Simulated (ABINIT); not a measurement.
Worked example: self-consistent single point of LaCrAgO6 (Pc, 18 atoms in the cell) in ABINIT.

Level of theory: PBEsol, PAW (JTH v2.0 PBE PAW, files made for PBE) (plane waves; ABINIT 10.0.3).

```yaml
crystal:
  lattice:
    - [4.61538, 0.00000, 0.00000]
    - [0.00000, 7.10598, 0.00000]
    - [-3.04675, 0.00000, 8.54999]
  atoms:
    - { symbol: La, position: [0.84955, 0.40630, 0.76354] }
    - { symbol: La, position: [0.84955, 0.59370, 0.26354] }
    - { symbol: Cr, position: [0.94363, 0.16015, 0.43010] }
    - { symbol: Cr, position: [0.94363, 0.83985, 0.93010] }
    - { symbol: Ag, position: [0.51291, 0.21896, 0.01087] }
    - { symbol: Ag, position: [0.51291, 0.78104, 0.51087] }
    - { symbol: O, position: [0.37286, 0.69719, 0.28946] }
    - { symbol: O, position: [0.37286, 0.30281, 0.78946] }
    - { symbol: O, position: [0.11058, 0.04922, 0.92666] }
    - { symbol: O, position: [0.11058, 0.95078, 0.42666] }
    - { symbol: O, position: [0.78311, 0.14789, 0.56782] }
    - { symbol: O, position: [0.78311, 0.85211, 0.06782] }
    - { symbol: O, position: [0.19020, 0.66297, 0.96626] }
    - { symbol: O, position: [0.19020, 0.33703, 0.46626] }
    - { symbol: O, position: [0.83406, 0.58813, 0.53541] }
    - { symbol: O, position: [0.83406, 0.41187, 0.03541] }
    - { symbol: O, position: [0.66334, 0.21765, 0.26008] }
    - { symbol: O, position: [0.66334, 0.78235, 0.76008] }
```

Reference input (self-consistent single point, DFT, PBEsol, plane waves, PAW (JTH v2.0 PBE PAW, files made for PBE)): pseudos = [La.GGA_PBE-JTH.xml, Cr.GGA_PBE-JTH.xml, Ag.GGA_PBE-JTH.xml, O.GGA_PBE-JTH.xml]; ecut = 30 Ha; pawecutdg = 60 Ha; ixc = -116133; occopt = 1; ngkpt = 4 2 2; nshiftk = 1; shiftk = 0.5 0.5 0.5; potentials = JTH v2.0 PBE PAW; nband = 74; kptopt = 1; nstep = 80. This run's input differs from it in these lines:

```diff
@@ -31,4 +31,4 @@
          0.6633400000    0.7823500000    0.7600800000
-ecut 30
-pawecutdg 60
+ecut 12
+pawecutdg 24
 pawovlp -1
```

The program printed (abridged):

```
--- !BeginCycle
solver: {iscf: 17, nstep: 80, nline: 4, wfoptalg: 10, }
tolerances: {tolvrs: 1.00E-12, }
...

     iter   Etot(hartree)      deltaE(h)  residm     nres2
 ETOT  1  -502.67341546711    -5.027E+02 3.001E+00 2.963E+02
 ETOT  2  -515.37354891546    -1.270E+01 4.322E-01 7.622E+02
 ETOT  3  -508.96002576103     6.414E+00 1.182E-01 1.280E+02
 ETOT  4  -508.56294345049     3.971E-01 9.195E-02 5.427E+01
 ETOT  5  -508.48094311748     8.200E-02 4.718E-02 4.158E+01
   [... 29 lines left out ...]
 ETOT 35  -507.90268558614    -1.648E-12 8.134E-13 1.047E-11
 ETOT 36  -507.90268558614    -2.728E-12 3.251E-13 1.928E-12
 ETOT 37  -507.90268558614    -1.080E-12 1.824E-13 1.358E-12
 ETOT 38  -507.90268558614     5.684E-14 7.631E-14 4.586E-13
 At SCF step   38       nres2   =  4.59E-13 < tolvrs=  1.00E-12 =>converged.

 Cartesian components of stress tensor (hartree/bohr^3)
  sigma(1 1)=  1.46020365E-03  sigma(3 2)=  0.00000000E+00
  sigma(2 2)=  1.45751809E-03  sigma(3 1)=  6.28795822E-06
  sigma(3 3)=  1.49402561E-03  sigma(2 1)=  0.00000000E+00

 ----iterations are completed or convergence reached----

 reduced coordinates (array xred) for   18 atoms
       0.849550000000      0.406300000000      0.763540000000
       0.849550000000      0.593700000000      0.263540000000
       0.943630000000      0.160150000000      0.430100000000
   [... 15 lines left out ...]
 cartesian forces (eV/Angstrom) at end:
    1      0.05837582267216     0.06761216877740     0.03544179764089
    2      0.05837582267216    -0.06761216877740     0.03544179764089
   [... lines left out ...]
 Fermi (or HOMO) energy (eV) =   0.77991   Average Vxc (eV)=  -9.80817
   [... lines left out ...]
local_psp           : -4.64497571761170E+02
total_energy        : -5.07902685443657E+02
total_energy_eV     : -1.38207349371322E+04
...

-Cartesian components of stress tensor (GPa)         [Pressure= -4.3266E+01 GPa]
- sigma(1 1)=  4.29606673E+01  sigma(3 2)=  0.00000000E+00
- sigma(2 2)=  4.28816554E+01  sigma(3 1)=  1.84998087E-01
- sigma(3 3)=  4.39557437E+01  sigma(2 1)=  0.00000000E+00

 Calculation completed.
```

The run converged in 38 iterations. 

The starting cell comes from a database of computed structures (which also holds hypothetical and non-ambient phases and stackings), without a prior relaxation at this level. The potentials were made for another functional than the one used. At the lowered cutoff the pressure carries the error of an incomplete plane-wave basis.

These are the values that this program gave, and no reference: the one-centre exchange-correlation terms come from a truncated expansion.

Cost on one core of a shared machine: roughly 6 min.
